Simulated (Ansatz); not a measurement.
Consider Ir in the fcc (Cu type) structure (space group Fm-3m, No. 225; a = 3.8716 Å; relaxed with 0.1 eV smearing).

Computed with PBE, PAW, 420 eV (Ansatz, a program for electronic structure; no spin-orbit coupling).

Before the change:

The pressure is 0.0 GPa.

It is then changed as follows: an isotropic linear strain of +1.00 %; the atoms relax in the strained cell.

### Question
What does the calculation give for the energy relative to the base after the change?

### Answer
The energy rises by 14 meV/atom.

### Question
Estimate the effect on the pressure.

### Answer
The pressure goes from zero to -9.6 GPa.

No phonon test of stability was made. All final runs are without spin polarisation.
